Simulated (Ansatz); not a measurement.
The reference is HgS in the zinc blende structure (space group F-43m, No. 216).

```
CELL_PARAMETERS angstrom
      0.00000     2.93793     2.93793
      2.93793     0.00000     2.93793
      2.93793     2.93793     0.00000
ATOMIC_POSITIONS crystal
  Hg 0.00000 0.00000 0.00000
  S  0.25000 0.25000 0.25000
```

Cartesian axes are those of the cell as printed.

All numbers come from Ansatz (a quantum-chemistry and plane-wave program), PBEsol, PAW, cutoff 420 eV, no spin-orbit coupling.

For the base:

Shortest interatomic distance: 254.4 pm
Pressure: 0.0 GPa
Band gap: zero

Now apply this change: the cell is stretched by 3.00 % along z with no lateral relaxation; the atoms relax in the strained cell.

Q: How does this affect the energy relative to the base, shortest interatomic distance, pressure and band gap?

A: The energy goes up by 4.9 meV/atom; the shortest interatomic distance increases by 2.6 pm to 257.0 pm; the pressure (mean of the normal stresses, compression positive) goes from zero to -1.7 GPa; the band gap is still zero.

A case with no gap was solved on a k-mesh chosen for an insulator, which is coarse for it. With Hg present, leaving out spin-orbit coupling can change the band edges. No phonon test of stability was made. All final runs are without spin polarisation. The zero or small gap of HgS can change with the level of theory.
